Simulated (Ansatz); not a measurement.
**Habitual settings against a tight run: Ti₂Si₆W (C222, 9 atoms in the cell)**

Self-consistent single point.

```
Ti2Si6W
1.0
    2.30703    -3.99321     0.00000
    2.30703     3.99321     0.00000
    0.00000     0.00000     6.38091
Ti Si W
2 6 1
Direct
  0.50000   0.00000   0.66736
  0.00000   0.50000   0.33264
  0.16525   0.83475   0.00000
  0.83475   0.16525   0.00000
  0.15574   0.31602   0.66648
  0.84426   0.68398   0.66648
  0.31602   0.15574   0.33352
  0.68398   0.84426   0.33352
  0.50000   0.50000   0.00000
```

Method of the run: PBEsol, default PAW files made with PBE (plane waves; Ansatz, an electronic-structure program).

Base settings: basis.ecutwfc = 420 eV; kpoints.mp_grid.grid = 8 8 5; hamiltonian.xc = pbesol; hamiltonian.pseudopotentials = {kind: paw} (the program's default PAW files); scf.occupations.method = cold; scf.occupations.width = 0.1 eV.

Tight run (finer mesh or higher cutoff; not a proven limit): basis.ecutwfc: 420 eV → 590 eV; kpoints.mp_grid.grid: 8 8 5 → 11 11 7; scf.convergence.dr2_threshold: default (1e-07 eV) → 1e-09 eV. It gave Fermi level (on the code's own zero) 14.83 eV; pressure 7.69 GPa; largest force (vector length) 0.192 eV/Å.

Quick runs, as changes from the base:
- A: the base itself
- B: basis.ecutwfc: 420 eV → 335 eV; kpoints.mp_grid.grid: 8 8 5 → 2 2 2; scf.occupations.method: cold → gaussian; scf.occupations.width: 0.1 eV → 0.2 eV
- C: kpoints.mp_grid.grid: 8 8 5 → 4 4 4; scf.occupations.method: cold → methfessel_paxton; scf.occupations.width: 0.1 eV → 0.5 eV
- D: basis.ecutwfc: 420 eV → 295 eV; kpoints.mp_grid.grid: 8 8 5 → 8 8 8; kpoints.mp_grid.shift: default → 0.5 0.5 0.5; scf.convergence.dr2_threshold: default (1e-07 eV) → 0.001 eV
- E: basis.ecutwfc: 420 eV → 250 eV; kpoints.mp_grid.grid: 8 8 5 → 6 6 6; hamiltonian.xc: pbesol → lda; scf.occupations.method: cold → gaussian; scf.occupations.width: 0.1 eV → 0.272 eV [LDA (PW92)]
- F: basis.ecutwfc: 420 eV → 295 eV; kpoints.mp_grid.grid: 8 8 5 → 4 4 4; hamiltonian.xc: pbesol → lda; scf.occupations.method: cold → gaussian; scf.occupations.width: 0.1 eV → 0.272 eV [LDA (PW92)]

Energies are extrapolated to zero smearing width, which holds to low order in the width alone.

Dashes: energy of E, F, another energy zero.

† marks runs with another functional, U, potentials or spin treatment: their distance from the tight run is not a convergence error alone.

The count of work is k-points × plane waves × bands × iterations; it is no time. 

Pressures in the table are Ansatz's without its Pulay estimate, at a fixed set of plane waves; the tight run's value above holds the estimate.

The starting cell comes from a database of computed structures (which also holds hypothetical and non-ambient phases and stackings), without a prior relaxation at this level. Its lattice was rescaled by a random factor within 2.5 % of one. Spin polarisation is off. In the base run, with a pressure of about 8 GPa the cell is away from its equilibrium volume at this level.

```
run  energy less tight (meV/atom)  pressure less tight (GPa)  largest miss in a force vector (eV/Å)  count of work / tight
---  ----------------------------  -------------------------  -------------------------------------  ---------------------
A                            -0.1                      -0.03                                  0.020                   0.23
B                            -3.1                      -2.12                                  0.439                  0.013
C                             0.7                      -0.05                                  0.049                  0.081
D                            60.5                      -5.63                                  0.026                  0.099
E†                              –                     -28.34                                  0.051                  0.087
F†                              –                      -9.86                                  0.041                  0.039
```

Among the runs at the tight run's level, the energy misses run from 0.1 to 60.5 meV/atom.

Keys are those of Ansatz 0.2.
